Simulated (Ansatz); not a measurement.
Base system: Cs2AgBiBr6 (space group Fm-3m, No. 225).

```yaml
crystal:
  lattice:
    - [0.00000, 5.67150, 5.67150]
    - [5.67150, 0.00000, 5.67150]
    - [5.67150, 5.67150, 0.00000]
  atoms:
    - { symbol: Cs, position: [0.25000, 0.25000, 0.25000] }
    - { symbol: Cs, position: [0.75000, 0.75000, 0.75000] }
    - { symbol: Ag, position: [0.50000, 0.50000, 0.50000] }
    - { symbol: Bi, position: [0.00000, 0.00000, 0.00000] }
    - { symbol: Br, position: [0.74811, 0.25189, 0.25189] }
    - { symbol: Br, position: [0.25189, 0.74811, 0.74811] }
    - { symbol: Br, position: [0.25189, 0.74811, 0.25189] }
    - { symbol: Br, position: [0.74811, 0.25189, 0.74811] }
    - { symbol: Br, position: [0.25189, 0.25189, 0.74811] }
    - { symbol: Br, position: [0.74811, 0.74811, 0.25189] }
```

Method: r2SCAN (Ansatz, a quantum-chemistry and plane-wave program; PAW; 500 eV plane waves; no spin-orbit coupling).

Base values:

The electron mass is 0.36 mₑ along k, 0.27 mₑ across (at L) and the smallest direct gap is 2.70 eV. The band gap comes out as 1.67 eV. The shortest interatomic distance is 2.814 Å.

Perturbation: a hydrostatic pressure of 4.2 GPa.

Task: What happens to the electron mass, smallest direct gap, band gap and shortest interatomic distance?

Result: The electron mass goes from 0.36 mₑ along k, 0.27 mₑ across (at L) to 0.37 mₑ along k, 0.26 mₑ across (at L); the smallest direct gap rises by 0.04 eV (2.70 eV → 2.74 eV); the band gap drops by 0.24 eV (1.67 eV → 1.43 eV); the shortest interatomic distance shrinks by 0.142 Å (2.814 Å → 2.672 Å).

Spin-orbit coupling, missing from the scalar runs, can matter with Bi. Load acts through the strain it causes; cell and atoms are relaxed under it. Masses are band curvatures over ±0.01 Å⁻¹ around the edge. Along k means along the line from Γ to the band edge. No phonon test of stability was made.
